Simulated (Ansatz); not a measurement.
**Quick settings and what they miss: Lu₃Al (Pm-3m, 4 atoms in the cell)**

Self-consistent single point.

```xyz
4
Lattice="4.5183 0.0000 0.0000 0.0000 4.5183 0.0000 0.0000 0.0000 4.5183" Properties=species:S:1:pos:R:3 pbc="T T T"
Lu     0.0000     2.2591     2.2591
Lu     2.2591     0.0000     2.2591
Lu     2.2591     2.2591     0.0000
Al     0.0000     0.0000     0.0000
```

Method of the run: r2SCAN, default PAW files made with PBE (plane waves; Ansatz, a first-principles code).

Base settings: basis.ecutwfc = 500 eV; kpoints.mp_grid.grid = 10 10 10; hamiltonian.xc = r2scan; hamiltonian.pseudopotentials = {kind: paw} (the program's default PAW files); scf.occupations.method = cold; scf.occupations.width = 0.1 eV.

Tight run (finer mesh or higher cutoff; not a proven limit): basis.ecutwfc: 500 eV → 700 eV; kpoints.mp_grid.grid: 10 10 10 → 14 14 14; scf.convergence.dr2_threshold: default (1e-07 eV) → 1e-09 eV. It gave Fermi level (on the code's own zero) 14.50 eV; pressure 4.16 GPa.

Quick runs, as changes from the base:
- A: the base itself
- B: basis.ecutwfc: 500 eV → 400 eV; kpoints.mp_grid.grid: 10 10 10 → 6 6 6; scf.convergence.dr2_threshold: default (1e-07 eV) → 0.0001 eV
- C: basis.ecutwfc: 500 eV → 335 eV; kpoints.mp_grid.grid: 10 10 10 → 2 2 2; hamiltonian.xc: r2scan → lda; kpoints.mp_grid.shift: default → 0.5 0.5 0.5 [LDA (PW92)]
- D: basis.ecutwfc: 500 eV → 250 eV; kpoints.mp_grid.grid: 10 10 10 → 4 4 4
- E: basis.ecutwfc: 500 eV → 210 eV; kpoints.mp_grid.grid: 10 10 10 → 8 8 8; hamiltonian.xc: r2scan → lda; scf.occupations.method: cold → methfessel_paxton; scf.occupations.width: 0.1 eV → 0.136 eV [LDA (PW92)]
- F: basis.ecutwfc: 500 eV → 350 eV; kpoints.mp_grid.grid: 10 10 10 → 4 4 4; kpoints.mp_grid.shift: default → 0.5 0.5 0.5

Energies are extrapolated to zero smearing width, which holds to low order in the width alone.

Dashes: energy of C, E, another energy zero; count of C, E, another kind of functional, whose work the count does not hold.

† marks runs with another functional, U, potentials or spin treatment: their distance from the tight run is not a convergence error alone.

The count of work is k-points × plane waves × bands × iterations; it is no time. 

Pressures in the table are Ansatz's without its Pulay estimate, at a fixed set of plane waves; the tight run's value above holds the estimate.

The starting cell comes from a database of computed structures (which also holds hypothetical and non-ambient phases and stackings), without a prior relaxation at this level. Its lattice was rescaled by a random factor within 2.5 % of one. In the base run, with a pressure of about 4 GPa the cell is away from its equilibrium volume at this level.

| run | energy less tight (meV/atom) | pressure less tight (GPa) | count of work / tight |
|---|---|---|---|
| A | 2.5 | 0.03 | 0.23 |
| B | 1.0 | -0.25 | 0.041 |
| C† | – | -4.23 | – |
| D | 725.3 | -44.00 | 0.012 |
| E† | – | -164.03 | – |
| F | 17.2 | -0.03 | 0.0085 |

Among the runs at the tight run's level, the energy misses run from 1.0 to 725.3 meV/atom.

Keys are those of Ansatz 0.2.
